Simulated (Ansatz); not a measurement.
Take Mg2Ge in the anti-fluorite structure (space group Fm-3m, No. 225) as the base.

```yaml
crystal:
  lattice:
    - [0.00000, 3.18199, 3.18199]
    - [3.18199, 0.00000, 3.18199]
    - [3.18199, 3.18199, 0.00000]
  atoms:
    - { symbol: Ge, position: [0.00000, 0.00000, 0.00000] }
    - { symbol: Mg, position: [0.25000, 0.25000, 0.25000] }
    - { symbol: Mg, position: [0.75000, 0.75000, 0.75000] }
```

Cartesian axes are those of the cell as printed.

Calculations: plane-wave PAW DFT at the PBEsol level (Ansatz, a program for electronic structure, 420 eV), without spin-orbit coupling, earlier PAW set.

For the base:

The band gap is 0.08 eV and the pressure is 0.0 GPa.

Now apply this change: uniaxial strain ε_xx = −5.83 %, all other strain components held at zero, atoms relaxed at fixed cell.

Task: What happens to the band gap?

Result: The band gap becomes zero (base: 0.08 eV).

Task: Predict the new pressure.

Result: The pressure (mean of the normal stresses, compression positive) goes from zero to 3.6 GPa.

Task: Predict the new energy relative to the base.

Result: The energy goes up by 28 meV/atom.

No phonon test of stability was made. All final runs are without spin polarisation. A zero or small gap of Mg2Ge can be the functional's error rather than a property of the material.
